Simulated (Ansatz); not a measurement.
Base system: MgO in the rock salt structure (space group Fm-3m, No. 225; a = 4.2076 Å). Axes: x, y, z lie along the cube axes.

Method: DFT with r2SCAN, PAW potentials and a 500 eV plane-wave cutoff in Ansatz (a program for electronic structure), without spin-orbit coupling, earlier PAW set.

Perturbation: a pure shear with ε_xz = ε_zx = -0.0069, atoms relaxed at fixed cell.

**Question.** Predict the stress tensor and what it implies for the stiffness.

**Answer.** Stress of the strained cell less that of the base (GPa, compression positive):
```
   0.02    0.00    2.15
   0.00   -0.02    0.00
   2.15    0.00    0.02
```

Then −Δσ/γ with γ = 2ε = -0.0138 gives relaxed-ion elastic constants: C55 ≈ 156 GPa.

Whether these cells are dynamically stable was not tested.
